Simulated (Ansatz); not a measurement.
Take ZnCu$_{2}$SnS$_{4}$ (space group I-4, No. 82) as the base.

```xyz
8
Lattice="-2.7341 2.7341 5.4675 2.7341 -2.7341 5.4675 2.7341 2.7341 -5.4675" Properties=species:S:1:pos:R:3 pbc="T T T"
Cu     0.0000     0.0000     0.0000
Cu     0.0000     2.7341     2.7338
Zn     2.7341     0.0000     2.7338
Sn     0.0000     0.0000     5.4675
S      1.4561    -1.4127     6.8825
S      1.3215     1.2780    -1.4150
S      1.2780     4.1468     1.4150
S      1.4127     1.4561     4.0526
```

Cartesian axes are those of the cell as printed.

All numbers come from PBE, PAW, 420 eV (Ansatz, a first-principles code; no spin-orbit coupling).

Base values:

The pressure comes out as 0.0 GPa and the volume per atom comes out as 20.44 Å³.

One thing is altered: tensile biaxial strain of 3.00 % in the plane normal to [001], as in epitaxy on a mismatched substrate; the out-of-plane cell vector and the atoms relax.

**Question.** What does the calculation give for the energy relative to the base, pressure and volume per atom after the change?

**Answer.** The energy grows by 8.7 meV/atom; the pressure (mean of the normal stresses, compression positive) goes from zero to -1.5 GPa; the volume per atom rises by 0.45 Å³ to 20.89 Å³.

Stability against distortions was not tested. The final runs are not spin-polarised. Gaps under 0.05 eV, about the width of the smearing, are given as zero.
